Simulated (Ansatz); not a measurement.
Consider CsPbBr3 in the cubic perovskite structure (space group Pm-3m, No. 221; a = 5.770 Å). Axes: x, y, z lie along the cube axes.

Perturbation: tensor shear ε_xy = +1.33 % (engineering shear γ = 0.0266), atoms relaxed at fixed cell.

All numbers come from LDA in Ansatz (plane waves to 420 eV, PAW, no SOC).

Q: Give the band edges at the high-symmetry points of the new zone, measured from its valence-band maximum.

A: 
```csv
point,valence edge (eV),conduction edge (eV)
Γ,-2.30,2.43
Y,-0.79,1.76
C₀,-0.80,1.77
Σ₀,-0.80,1.77
Z,-1.60,2.35
A₀,-0.01,1.13
E₀,-0.01,1.13
T,0.00,1.12
S,-1.60,2.35
R,-0.79,1.80
```

The gap is 1.12 eV, direct at T.

Spin-orbit coupling, missing from the scalar runs, can matter with Pb. The cells carry an imposed strain or load. Stability against distortions was not tested. Many cubic perovskites are stable only at high temperature; tilts and polar distortions were not tested. This is not the structure that CsPbBr3 has at room temperature and ambient pressure. k-point labels follow each cell's own Brillouin zone.

Ansatz is a program for electronic structure.
